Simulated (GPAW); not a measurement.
Band structure of Mg₆ZrSi (Amm2, 8 atoms in the cell).

```yaml
crystal:
  lattice:
    - [4.82386, 0.00000, 0.00000]
    - [0.00000, 3.20636, 5.42384]
    - [0.00000, -3.20636, 5.42384]
  atoms:
    - { symbol: Mg, position: [0.00000, 0.33350, 0.83036] }
    - { symbol: Mg, position: [0.00000, 0.83036, 0.33350] }
    - { symbol: Mg, position: [0.00000, 0.33315, 0.33315] }
    - { symbol: Mg, position: [0.50000, 0.17109, 0.66209] }
    - { symbol: Mg, position: [0.50000, 0.66209, 0.17109] }
    - { symbol: Mg, position: [0.50000, 0.16751, 0.16751] }
    - { symbol: Zr, position: [0.00000, 0.82339, 0.82339] }
    - { symbol: Si, position: [0.50000, 0.67891, 0.67891] }
```

Method: PBEsol, GPAW PAW datasets PBEsol (made by gpaw-setup) (plane waves; GPAW).

Settings: mode = pw; ecut = 850 eV; xc = PBEsol; kpts = 4 3 3; mesh shift (steps) = 0 0 0; occupations.name = fermi-dirac; occupations.width = 0.1 eV; nbands = -16; convergence.density = 1e-05 e/electron; convergence.energy = 1e-05 eV/electron; symmetry.symmorphic = false; symmetry.tolerance = 0.0005; maxiter = 150; bandpath_npoints = 40.

The starting cell comes from a database of computed structures (which also holds hypothetical and non-ambient phases and stackings), without a prior relaxation at this level.

Levels in eV from the Fermi level, bands 35 to 42:
| point | 35 | 36 | 37 | 38 | 39 | 40 | 41 | 42 |
|---|---|---|---|---|---|---|---|---|
| Γ | -2.11 | -2.08 | -0.78 | -0.47 | 0.04 | 1.16 | 1.21 | 2.21 |
| X | -1.68 | -0.74 | -0.10 | 0.19 | 0.47 | 0.78 | 1.06 | 1.71 |
| S | -1.09 | -0.78 | -0.25 | 0.03 | 0.16 | 0.68 | 1.35 | 1.48 |
| R | -2.06 | -1.73 | -0.29 | 0.01 | 0.35 | 0.42 | 1.38 | 1.57 |
| A | -1.03 | -0.87 | -0.80 | -0.39 | -0.21 | 0.40 | 1.81 | 2.16 |
| Z | -1.57 | -1.31 | -1.28 | -1.11 | -0.71 | -0.45 | -0.35 | 0.20 |
| Y | -0.93 | -0.55 | -0.17 | 0.15 | 0.60 | 1.04 | 1.30 | 1.51 |
| X1 | -1.68 | -0.74 | -0.10 | 0.19 | 0.47 | 0.78 | 1.06 | 1.71 |
| A1 | -1.03 | -0.87 | -0.80 | -0.39 | -0.21 | 0.40 | 1.81 | 2.16 |
| T | -2.48 | -1.58 | -0.30 | -0.23 | 0.46 | 0.68 | 0.95 | 1.69 |

Bands cross the Fermi level along this path, so the cell is metallic at this level.
